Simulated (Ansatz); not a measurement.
**A computed series for Ag: response to strain**

Take Ag in the fcc (Cu type) structure (space group Fm-3m, No. 225; a = 4.0538 Å; relaxed with 0.1 eV smearing) as the base. Axes: x, y, z lie along the cube axes.

Strains are applied to the cell and any free atomic positions relax.

Method: PBEsol (Ansatz, a first-principles code), without spin-orbit coupling.

Notes on the quantities. energy relative to the base: free energy F.

```tsv
uniaxial strain ε_zz (%)	energy relative to the base (meV/atom)
0	0.0
0.5	?
1	0.7
1.5	1.6
2	2.9
2.5	4.5
3	6.4
```

Q: Fit ΔE = Aε² + Bε³ (ε in %) to the rows shown and predict the withheld row.

A: Least squares on the printed values gives A = 0.735 and B = -0.0073 meV/atom (largest residual 0.0 meV/atom); this predicts 0.2 meV/atom, and the run gives 0.2 meV/atom, in agreement.

Whether these cells are dynamically stable was not tested.
